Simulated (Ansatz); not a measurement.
Here is the system:

End structure of a constructed model of the (110) surface of bcc Ta, a layer of Re in place of the third plane (bottom of the slab: a bare face, its two planes held):

```
CELL_PARAMETERS angstrom
      2.87436     0.00000     0.00000
     -0.95812     2.70998     0.00000
      0.00000     0.00000    28.00000
ATOMIC_POSITIONS crystal
  Ta 0.50000 0.50000 0.29453
  Ta 0.00000 0.00000 0.37834
  Ta 0.50000 0.50000 0.46190
  Re 0.00000 0.00000 0.53858
  Ta 0.50000 0.50000 0.61567
  Ta 0.00000 0.00000 0.69690
```

Slab: 6 atoms, 11.5 Å thick at the start; k 14x14x1, smearing 0.1 eV, dipole-corrected; 2 atoms held, the rest relaxed; held to the start's symmetry, so lower structures may exist; no spin, no spin-orbit, no U. In PBE it is, or lies within 0.01 eV a 1x1 cell of, the lowest of the 2 structures of its composition computed so far; larger cells were not tried.

Task: What is the computed work function of the top face (PBE (Ansatz, a program for electronic structure))?

Result: 4.77 eV
